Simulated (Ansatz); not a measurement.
Antifluorite Be2C was calculated with PBE0 (PAW; Ansatz, a program for electronic structure).

Run with plane-wave cutoff 520 eV, 10×10×10 k mesh, finite displacements, scalar-relativistic PAW data made under PBE.

Computed at the level's own relaxed cell.

```xyz
3
Lattice="0.0000 2.1529 2.1529 2.1529 0.0000 2.1529 2.1529 2.1529 0.0000" Properties=species:S:1:pos:R:3 pbc="T T T"
Be     1.0764     1.0764     1.0764
Be     3.2293     3.2293     3.2293
C      0.0000     0.0000     0.0000
```

Harmonic phonon frequencies (cm⁻¹; i marks an imaginary mode; at Γ without the LO shift):

```csv
q point,frequencies
Γ,0 0 0 663 663 663 723 723 723
X,417 417 432 632 632 748 748 808 990
L,435 435 625 625 642 689 689 824 827
```

No imaginary mode appears at these points.
